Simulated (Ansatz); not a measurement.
The starting structures come from a database of crystals and need not be the phases stable at ambient conditions.

Data:

```yaml
crystal:
  lattice:
    - [3.86607, 0.00000, 0.00000]
    - [-1.93304, 3.34812, 0.00000]
    - [1.93304, 1.11604, 3.15663]
  atoms:
    - { symbol: Mg, position: [0.00000, 0.00000, 0.00000] }
    - { symbol: Se, position: [0.00000, 0.50000, 0.50000] }
```

Space group of this cell: Fm-3m, rock salt. The cell is taken as given.

Level of theory: r2SCAN (plane waves, PAW; Ansatz, an electronic-structure program).

The current runs along the normal of the first two printed vectors; no spin-orbit coupling. Scaled by the factor s: both lengths across the current (ions clamped). Meshes 12×12×12 and 12×12 across the current in all rows.

| s | mean pressure (GPa) | slowest mid-gap decay constant κ (1/Å) |
|---|---|---|
| 0.98 | 3.1 | ? |
| 1.00 | 0.2 | 0.178 |
| 1.02 | -2.3 | 0.169 |

**Question.** Take the slope of the slowest mid-gap decay constant κ against ln s from the two given rows, extrapolate to s = 0.98, and say what the run there gives.

**Answer.** Slope = (0.169 − 0.178) / ln 1.02 = -0.454 1/Å. The line gives 0.178 + (-0.454) × ln 0.98 = 0.187 1/Å. The run gives 0.189 1/Å, 0.002 1/Å over the line, 20 % of the predicted step.
